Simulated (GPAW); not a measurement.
Worked example: self-consistent single point of K3AsF6 (Fm-3m, 10 atoms in the cell) in GPAW.

Level of theory: LDA (Perdew-Wang 92), GPAW PAW datasets LDA (gpaw-data 1.0.1) (plane waves; GPAW).

The change in words: lattice scaled by 1.015; ecut: 950 eV → 570 eV. Reference geometry:
```
CELL_PARAMETERS angstrom
      0.00000     4.50960     4.50960
      4.50960     0.00000     4.50960
      4.50960     4.50960     0.00000
ATOMIC_POSITIONS crystal
  K  0.25000 0.25000 0.25000
  K  0.75000 0.75000 0.75000
  K  0.50000 0.50000 0.50000
  As 0.00000 0.00000 0.00000
  F  0.22533 0.22533 0.77467
  F  0.77467 0.77467 0.22533
  F  0.77467 0.22533 0.22533
  F  0.22533 0.77467 0.77467
  F  0.22533 0.77467 0.22533
  F  0.77467 0.22533 0.77467
```

Reference input (self-consistent single point, DFT LDA (Perdew-Wang 92), plane waves, GPAW PAW datasets LDA (gpaw-data 1.0.1)): mode = pw; ecut = 950 eV; xc = LDA; kpts = 3 3 3; mesh shift (steps) = 0 0 0; occupations.name = fermi-dirac; occupations.width = 0 eV; nbands = -4; convergence.bands = -2; symmetry.symmorphic = false; symmetry.tolerance = 0.0005; maxiter = 150. This run's input differs from it in these lines:

```diff
@@ -5,5 +5,5 @@
 atoms = Atoms(['K', 'K', 'K', 'As', 'F', 'F', 'F', 'F', 'F', 'F'],
-              cell=[[0.000000, 4.509601, 4.509601],
-                    [4.509601, 0.000000, 4.509601],
-                    [4.509601, 4.509601, 0.000000]],
+              cell=[[0.000000, 4.577245, 4.577245],
+                    [4.577245, 0.000000, 4.577245],
+                    [4.577245, 4.577245, 0.000000]],
               scaled_positions=[[0.250000, 0.250000, 0.250000],
@@ -20,3 +20,3 @@
 
-calc = GPAW(mode={'name': 'pw', 'ecut': 950},
+calc = GPAW(mode={'name': 'pw', 'ecut': 570},
             xc='LDA',
```

Output, abridged:

```
     iter     time        total  log10-change:
                         energy   eigst   dens
iter:   1 --:--:--   -51.559482   -0.16
iter:   2 --:--:--   -50.582204   -0.92  -1.17
iter:   3 --:--:--   -48.141189   -0.50  -1.22
iter:   4 --:--:--   -48.093518   -0.59  -1.42
iter:   5 --:--:--   -48.041504   -0.85  -1.53
iter:   6 --:--:--   -47.807193   -1.42  -1.82
iter:   7 --:--:--   -47.859211   -1.94  -2.28
iter:   8 --:--:--   -47.783432   -2.42  -2.06
iter:   9 --:--:--   -47.783415   -3.58  -2.65
iter:  10 --:--:--   -47.783495c  -2.58  -2.72
iter:  11 --:--:--   -47.781654c  -3.95  -2.88
iter:  12 --:--:--   -47.781180c  -3.88  -3.18
iter:  13 --:--:--   -47.781176c  -4.57  -3.75
iter:  14 --:--:--   -47.781197c  -4.72  -3.82
iter:  15 --:--:--   -47.781149c  -4.90  -3.70
iter:  16 --:--:--   -47.781149c  -5.21  -4.29c
iter:  17 --:--:--   -47.781151c  -5.65  -4.43c
iter:  18 --:--:--   -47.781149c  -5.84  -4.29c
iter:  19 --:--:--   -47.781149c  -6.12  -4.69c
iter:  20 --:--:--   -47.781149c  -6.32  -4.79c
iter:  21 --:--:--   -47.781149c  -6.73  -4.79c
iter:  22 --:--:--   -47.781149c  -6.92  -4.90c
iter:  23 --:--:--   -47.781149c  -7.23  -5.00c
iter:  24 --:--:--   -47.781149c  -7.31  -5.08c
iter:  25 --:--:--   -47.781149c  -7.51c -5.15c
Converged after 25 iterations.

Dipole moment: (0.000000, -0.000000, -0.000000) |e|*Ang

Energy contributions relative to reference atoms: (reference = -126635.670533)

Kinetic:        +27.692962
Potential:      -29.156421
External:        +0.000000
XC:             -45.631915
Entropy (-ST):   +0.000000
Local:           -0.685775
SIC:             +0.000000
--------------------------
Free energy:    -47.781149
Extrapolated:   -47.781149

Showing only first 2 kpts
 Kpt  Band  Eigenvalues  Occupancy
  0    35     -1.60058    2.00000
  0    36      0.30788    2.00000
  0    37      4.84829    0.00000
  0    38      5.76840    0.00000

  1    35     -1.68140    2.00000
  1    36      0.69966    2.00000
  1    37      5.48299    0.00000
  1    38      5.77544    0.00000

Fermi level: 2.77397

Gap: 4.149 eV
Transition (v -> c):
   [... lines left out ...]
Direct gap: 4.351 eV
   [... lines left out ...]
  4 F    -0.00000    0.00000   -0.20606
  5 F     0.00000    0.00000    0.20606
  6 F    -0.20606   -0.00000    0.00000
  7 F     0.20606   -0.00000   -0.00000
  8 F     0.00000   -0.20606    0.00000
  9 F    -0.00000    0.20606    0.00000

Stress tensor:
     0.029720    -0.000000     0.000000
    -0.000000     0.029720     0.000000
     0.000000     0.000000     0.029720
Stress (GPa, Voigt): [ 4.7616  4.7616  4.7616  0.      0.     -0.    ]
```

The run converged in 25 iterations. GPAW prints stress with tension positive. Against the reference run the free energy goes up by 81.0 meV/atom, the largest force goes from 0.102 to 0.206 eV/Å and the gap on the mesh goes from 4.003 to 4.149 eV.

At such cutoffs GPAW's stress carries a finite-basis (Pulay) error, which enters relaxed cells too; its log prints stress with tension positive.

The starting cell comes from a database of computed structures (which also holds hypothetical and non-ambient phases and stackings), without a prior relaxation at this level. Its lattice was rescaled by a random factor within 2.5 % of one. For this run, on top of that: lattice scaled by 1.015.

Cost on one core of a shared machine: roughly 60 s.
